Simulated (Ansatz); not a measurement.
Si: isotropic strain +1.00 %

The reference is Si in the diamond structure (space group Fd-3m, No. 227; a = 5.4336 Å).

It is then changed as follows: the cell is scaled by 1.0100 in all directions, atoms relaxed at fixed cell.

Method: PBEsol (Ansatz, a quantum-chemistry and plane-wave program), no spin-orbit coupling, earlier PAW set. k-mesh 11×11×11 (Γ-centred); smearing 0.05 eV (Fermi–Dirac).

The volume per atom increases by 0.61 Å³ to 20.66 Å³ and the space group stays Fd-3m (No. 227). The energy rises by 5.1 meV/atom and the band gap increases by 0.05 eV, from 0.47 eV to 0.52 eV. The gap character remains indirect, Γ → Γ–X (87 % along) and the smallest direct gap falls by 0.01 eV, from 2.52 eV to 2.51 eV. The mean gap deformation potential ΔEg/Δln V amounts to +1.8 eV and the width of the top valence band drops by 0.13 eV, from 3.90 eV to 3.77 eV. The electron mass remains 0.93 mₑ along k, 0.19 mₑ across (off the special points) and the hole mass (degenerate bands, along [100]) becomes 0.15, 0.27, 0.27 mₑ (at Γ) (base: 0.17, 0.26, 0.26 mₑ (at Γ)). The valley order (the lowest conduction-band minima on the path, energy above the VBM, named in the base's zone) changes from a point along ⟨100⟩, about 1.0 Å⁻¹ from Γ 0.47 eV; L along ⟨111⟩ 1.46 eV to a point along ⟨100⟩, about 1.0 Å⁻¹ from Γ 0.52 eV; L along ⟨111⟩ 1.35 eV.

Final structure:

```
Si
1.0
    0.00000     2.74395     2.74395
    2.74395     0.00000     2.74395
    2.74395     2.74395     0.00000
Si
2
Direct
  0.50000   0.50000   0.50000
  0.75000   0.75000   0.75000
```

Effective masses come from finite differences of ±0.01 Å⁻¹. Along k means along the line from Γ to the band edge. Whether these cells are dynamically stable was not tested.
